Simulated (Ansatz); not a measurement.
Consider the following.

End structure of a constructed model of the (111)B surface of zinc-blende BP, P-terminated, 2x2 P adatom at T4 (bottom of the slab: 3 H on 4 bottom sites):

```yaml
crystal:
  lattice:
    - [6.43241, 0.00000, 0.00000]
    - [-3.21621, 5.57063, 0.00000]
    - [0.00000, 0.00000, 30.00000]
  atoms:
    - { symbol: B, position: [0.33081, 0.16924, 0.31120] }
    - { symbol: B, position: [0.83838, 0.16919, 0.31112] }
    - { symbol: B, position: [0.33081, 0.66157, 0.31120] }
    - { symbol: B, position: [0.83331, 0.66666, 0.32476] }
    - { symbol: P, position: [0.16650, 0.33325, 0.33346] }
    - { symbol: P, position: [0.66348, 0.32681, 0.33234] }
    - { symbol: P, position: [0.17315, 0.83658, 0.33234] }
    - { symbol: P, position: [0.66348, 0.83668, 0.33234] }
    - { symbol: B, position: [0.16667, 0.33333, 0.39913] }
    - { symbol: B, position: [0.66667, 0.33333, 0.39913] }
    - { symbol: B, position: [0.16667, 0.83333, 0.39913] }
    - { symbol: B, position: [0.66667, 0.83333, 0.39913] }
    - { symbol: P, position: [0.00000, 0.00000, 0.42102] }
    - { symbol: P, position: [0.50000, 0.00000, 0.42102] }
    - { symbol: P, position: [0.00000, 0.50000, 0.42102] }
    - { symbol: P, position: [0.50000, 0.50000, 0.42102] }
    - { symbol: B, position: [0.99957, 0.99985, 0.48706] }
    - { symbol: B, position: [0.50054, 0.00027, 0.48723] }
    - { symbol: B, position: [0.99957, 0.49972, 0.48706] }
    - { symbol: B, position: [0.50042, 0.50021, 0.48567] }
    - { symbol: P, position: [0.33533, 0.17093, 0.50824] }
    - { symbol: P, position: [0.83353, 0.16676, 0.50945] }
    - { symbol: P, position: [0.33533, 0.66440, 0.50824] }
    - { symbol: P, position: [0.82918, 0.66459, 0.50833] }
    - { symbol: B, position: [0.33606, 0.17198, 0.57381] }
    - { symbol: B, position: [0.83325, 0.16663, 0.57582] }
    - { symbol: B, position: [0.33606, 0.66408, 0.57381] }
    - { symbol: B, position: [0.82796, 0.66398, 0.57385] }
    - { symbol: P, position: [0.16608, 0.33304, 0.59818] }
    - { symbol: P, position: [0.66701, 0.33303, 0.59821] }
    - { symbol: P, position: [0.16667, 0.83333, 0.58977] }
    - { symbol: P, position: [0.66701, 0.83398, 0.59821] }
    - { symbol: B, position: [0.17830, 0.33915, 0.66626] }
    - { symbol: B, position: [0.66094, 0.33915, 0.66626] }
    - { symbol: B, position: [0.16678, 0.83339, 0.65164] }
    - { symbol: B, position: [0.66094, 0.82179, 0.66626] }
    - { symbol: P, position: [0.01016, 0.98995, 0.68198] }
    - { symbol: P, position: [0.47987, 0.98994, 0.68199] }
    - { symbol: P, position: [0.01016, 0.52021, 0.68198] }
    - { symbol: P, position: [0.50007, 0.50003, 0.69223] }
    - { symbol: H, position: [0.33175, 0.16821, 0.27092] }
    - { symbol: H, position: [0.83641, 0.16820, 0.27085] }
    - { symbol: H, position: [0.33175, 0.66354, 0.27092] }
    - { symbol: P, position: [0.16657, 0.83329, 0.73631] }
```

Slab: 44 atoms, 13.7 Å thick at the start with caps and adatoms (thin: gaps and levels are the slab's own); k 4x4x1, smearing 0.025 eV, dipole-corrected; 8 atoms held, the rest relaxed; symmetry of the start imposed; no spin, no spin-orbit, no U. In PBE it is, or lies within 0.01 eV a 1x1 cell of, the lowest of the 3 structures of its composition computed so far; subsurface sites and larger cells were not tried.

What is the computed highest filled level below the top vacuum level (PBE run with Ansatz, a program for electronic structure)?

4.87 eV

What is the computed gap of the slab on its k-mesh (PBE)?

0.72 eV
